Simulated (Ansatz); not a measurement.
Consider MgTe in the zinc blende structure (space group F-43m, No. 216; a = 6.509 Å).

Level of theory: PBE (Ansatz, an electronic-structure program), without spin-orbit coupling.

Strains are applied to the cell and any free atomic positions relax.

One change was made to it. Results:

| quantity | base | after |
|---|---|---|
| energy relative to the base (free energy F) | 0 meV/atom | +3.3 meV/atom |
| band gap | 2.33 eV | 2.46 eV |

Question: What was done to the base?
A) isotropic strain −1.50 %
B) isotropic strain +0.50 %
C) isotropic strain −1.00 %
D) isotropic strain −3.00 %
E) isotropic strain +3.00 %

Answer: C, isotropic strain −1.00 %. For comparison, the band gap in the other runs: isotropic strain +3.00 % gives 1.96 eV; isotropic strain −1.50 % gives 2.53 eV; isotropic strain −3.00 % gives 2.74 eV; isotropic strain +0.50 % gives 2.26 eV.

Spin-orbit coupling, missing from the scalar runs, can matter with Te. Whether these cells are dynamically stable was not tested.
